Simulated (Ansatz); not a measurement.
System: C (model structure, P6/m, No. 175, 24 atoms in the cell). Method: LDA in Ansatz (plane waves, PAW).

Numerical settings: plane-wave cutoff 520 eV, 6×6×14 k mesh (along the axes of the cell as run), Fermi–Dirac smearing 0.01 eV, scalar-relativistic PAW data made under PBE.

Cell (relaxed at this level):

```cif
data_C24
_chemical_formula_sum 'C24'
_space_group_name_H-M_alt 'P6/m'
_space_group_IT_number 175
_space_group_name_Hall '-P 6'
_cell_length_a 11.23534
_cell_length_b 11.23534
_cell_length_c 2.44394
_cell_angle_alpha 90.000
_cell_angle_beta 90.000
_cell_angle_gamma 120.000
loop_
_atom_site_label
_atom_site_type_symbol
_atom_site_symmetry_multiplicity
_atom_site_Wyckoff_symbol
_atom_site_fract_x
_atom_site_fract_y
_atom_site_fract_z
_atom_site_occupancy
C1 C 6 j 0.01398 0.36923 0.00000 1
C2 C 6 j 0.40980 0.12995 0.00000 1
C3 C 6 k 0.41866 0.19719 0.50000 1
C4 C 6 k 0.08654 0.39795 0.50000 1
```

### Question
Predict the band gap, smallest direct gap on the k points sampled and direct gap at Γ.

### Answer

- band gap = 0.42 eV (indirect)
- smallest direct gap on the k points sampled = 0.44 eV
- direct gap at Γ = 3.93 eV

Note: the relaxation could raise the start's symmetry but not lower it, so the cell can be a saddle point.

It cost around 2.5 core-minutes (rough) of CPU time.

A model structure was made by putting elements into a prototype or built by hand; it is no filed structure, need not be a known phase, and can be a saddle point held by its symmetry.

Ansatz is an electronic-structure program.
